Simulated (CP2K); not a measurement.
Worked example: self-consistent single point of TiCo (Pm-3m, 2 atoms in the cell) in CP2K.

Computed with PBE, GPW, DZVP-MOLOPT-SR-GTH basis, GTH-PBE potentials (GTH_POTENTIALS) in CP2K.

The change in words: lattice scaled by 0.98. Reference geometry:
```yaml
crystal:
  lattice:
    - [2.96309, 0.00000, 0.00000]
    - [0.00000, 2.96309, 0.00000]
    - [0.00000, 0.00000, 2.96309]
  atoms:
    - { symbol: Ti, position: [0.00000, 0.00000, 0.00000] }
    - { symbol: Co, position: [0.50000, 0.50000, 0.50000] }
```

Reference input (self-consistent single point, DFT PBE, GPW, DZVP-MOLOPT-SR-GTH basis, GTH-PBE potentials (GTH_POTENTIALS)): CUTOFF = 600 Ry; REL_CUTOFF = 50 Ry; SMEAR/METHOD = FERMI_DIRAC; ELECTRONIC_TEMPERATURE = 1578.21 K; KPOINTS/SCHEME = MONKHORST-PACK 9 9 9; XC_FUNCTIONAL = PBE; Ti/BASIS_SET = DZVP-MOLOPT-SR-GTH-q12; Ti/POTENTIAL = GTH-PBE-q12; Co/BASIS_SET = DZVP-MOLOPT-SR-GTH-q17; Co/POTENTIAL = GTH-PBE-q17; METHOD = GPW; EPS_DEFAULT = 1e-10. This run's input differs from it in these lines:

```diff
@@ -63,3 +63,3 @@
     &CELL
-      ABC 2.96309000 2.96309000 2.96309000
+      ABC 2.90382800 2.90382800 2.90382800
       ALPHA_BETA_GAMMA 90.00000000 90.00000000 90.00000000
```

Log, with long lists cut:

```
 SCF WAVEFUNCTION OPTIMIZATION

  Step     Update method      Time    Convergence         Total energy    Change
     1 NoMix/Diag. 0.20E+00      -     1.70241152      -204.6503410135 -2.05E+02
     2 Broy./Diag. 0.20E+00      -     0.51253663      -201.9592205944  2.69E+00
     3 Broy./Diag. 0.20E+00      -     0.29057932      -207.3100518004 -5.35E+00
     4 Broy./Diag. 0.20E+00      -     0.11283152      -203.7841665421  3.53E+00
     5 Broy./Diag. 0.20E+00      -     0.05841793      -204.2800353474 -4.96E-01
     6 Broy./Diag. 0.20E+00      -     0.00810754      -203.6058488674  6.74E-01
   [... 5 lines left out ...]
    12 Broy./Diag. 0.20E+00      -     0.00000186      -203.6713409282 -7.88E-05
    13 Broy./Diag. 0.20E+00      -     0.00000147      -203.6713302088  1.07E-05
    14 Broy./Diag. 0.20E+00      -     0.00000012      -203.6713310200 -8.11E-07
    15 Broy./Diag. 0.20E+00      -     0.00000002      -203.6713296471  1.37E-06
  *** SCF run converged in    15 steps ***

  Overlap energy of the core charge distribution:               0.00000000000000
  Self energy of the core charge distribution:               -336.54807848842074
  Core Hamiltonian energy:                                     91.68318402023532
  Hartree energy:                                              63.60197092984676
  Exchange-correlation energy:                                -22.40284976409468
  Electronic entropic energy:                                  -0.00555634472318
  Fermi energy:                                                 0.53137326334511

  Total energy:                                              -203.67132964709211
  Total energy (extrapolated to T->0):                       -203.66855147473052

   [... lines left out ...]

 STRESS| Analytical stress tensor [bar]
 STRESS|                        x                   y                   z
 STRESS|      x        1.41026580090E+05   2.70700718413E-05   2.70654597541E-05
 STRESS|      y        2.70700718413E-05   1.41026592987E+05   2.70705422925E-05
 STRESS|      z        2.70654597541E-05   2.70705422925E-05   1.41026493161E+05
 STRESS| 1/3 Trace                                             1.41026555413E+05
```

The run converged in 15 iterations. Against the reference run the free energy goes up by 35.0 meV/atom and the pressure goes from 1.20 to 14.10 GPa.

The starting cell has typed, rounded lattice constants, without a prior relaxation at this level. Its lattice was rescaled by a random factor within 2.5 % of one. For this run, on top of that: lattice scaled by 0.98. Spin polarisation is off. Values carry the incompleteness of an atom-centred basis. With a pressure of about 14 GPa the cell is away from its equilibrium volume at this level.

Cost on one core of a shared machine: roughly 70 s.
